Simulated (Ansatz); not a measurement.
# SiO2, response to strain

Consider SiO2 (space group P3_221, No. 154; a = 4.949 Å, c = 5.441 Å). Axes: x lies along a and z along c of the hexagonal cell.

Strains are applied to the cell and any free atomic positions relax; under biaxial strain the out-of-plane vector relaxes too.

Calculations: plane-wave PAW DFT at the PBEsol level (Ansatz, a program for electronic structure, 420 eV), spin-orbit coupling left out.

Notes on the quantities. in-plane stress: mean in-plane stress (compression positive).

```json
[
 {"case": "base", "band gap": "5.72 eV", "out-of-plane strain": "–", "in-plane stress": "–"},
 {"case": "biaxial strain +0.75 %, plane normal [001], relaxed out of plane", "band gap": "5.68 eV", "out-of-plane strain": "-0.12 %", "in-plane stress": "-0.6 GPa"},
 {"case": "biaxial strain +1.50 %, plane normal [001], relaxed out of plane", "band gap": "5.65 eV", "out-of-plane strain": "-0.23 %", "in-plane stress": "-1.1 GPa"},
 {"case": "biaxial strain +2.25 %, plane normal [001], relaxed out of plane", "band gap": "5.61 eV", "out-of-plane strain": "-0.31 %", "in-plane stress": "-1.6 GPa"}
]
```

Gaps are read on the SCF mesh and a high-symmetry path. Stability against distortions was not tested.
